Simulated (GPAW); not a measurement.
GPAW is run on C3N4 (P-6m2, 14 atoms in the cell), and the run fails. The aim is a self-consistent single point with DFT PBEsol, plane waves, GPAW PAW datasets PBEsol (made by gpaw-setup).

This input was run:

```python
from ase import Atoms
from ase.units import GPa
from gpaw import GPAW

atoms = Atoms(['C', 'C', 'C', 'C', 'C', 'C', 'N', 'N', 'N', 'N', 'N', 'N', 'N', 'N'],
              cell=[[7.141650, 0.000000, 0.000000],
                    [-3.570825, 6.184850, 0.000000],
                    [0.000000, 0.000000, 3.619420]],
              scaled_positions=[[0.786170, 0.213830, 0.000000],
                                [0.427660, 0.213830, 0.000000],
                                [0.786170, 0.572340, 0.000000],
                                [0.774050, 0.887025, 0.000000],
                                [0.112975, 0.225950, 0.000000],
                                [0.112975, 0.887025, 0.000000],
                                [0.666667, 0.333333, 0.000000],
                                [0.670140, 0.998060, 0.000000],
                                [0.327920, 0.329860, 0.000000],
                                [0.001940, 0.672080, 0.000000],
                                [0.001940, 0.329860, 0.000000],
                                [0.670140, 0.672080, 0.000000],
                                [0.327920, 0.998060, 0.000000]],
              pbc=True)

calc = GPAW(mode={'name': 'pw', 'ecut': 900},
            xc='PBEsol',
            kpts=(3, 3, 5),
            occupations={'name': 'methfessel-paxton', 'width': 0.02, 'order': 0},
            nbands=-4,
            convergence={'density': 1e-05, 'energy': 1e-05, 'bands': -2},
            symmetry={'symmorphic': False, 'tolerance': 0.0005},
            maxiter=150)

atoms.calc = calc

energy = atoms.get_potential_energy()
print('Energy (eV):', round(energy, 6))
forces = atoms.get_forces()
print('Forces (eV/Ang):')
print(forces.round(5))
stress = atoms.get_stress()
print('Stress (GPa, Voigt):', (stress / GPa).round(4))
```

Log, with long lists cut:

```
Traceback (most recent call last):
   [... frames left out ...]
ValueError: Array "positions" has wrong length: 13 != 14.
```

Task: From the messages shown, name the fault and mend the input.

Result: The fault is an atom count that does not match the list of atoms (one position left out); here the program stops on it instead of giving results. To fix it, make the count match the list. The program stopped before any SCF iteration.

The sound input it was made from differs as follows (other fixes are possible):
```diff
-                                [0.327920, 0.998060, 0.000000]],
+                                [0.327920, 0.998060, 0.000000],
+                                [0.000000, 0.000000, 0.000000]],
```

With that input, the run converged in 30 iterations: free energy E − TS (from the program's reference atoms) -124.1440 eV; top of the valence band (on the code's own zero) 2.88 eV; gap on the k-point mesh 0.83 eV; largest force (vector length) 0.268 eV/Å (DFT PBEsol, plane waves, GPAW PAW datasets PBEsol (made by gpaw-setup)).

On the sound input: the starting cell comes from a database of computed structures (which also holds hypothetical and non-ambient phases and stackings), without a prior relaxation at this level.
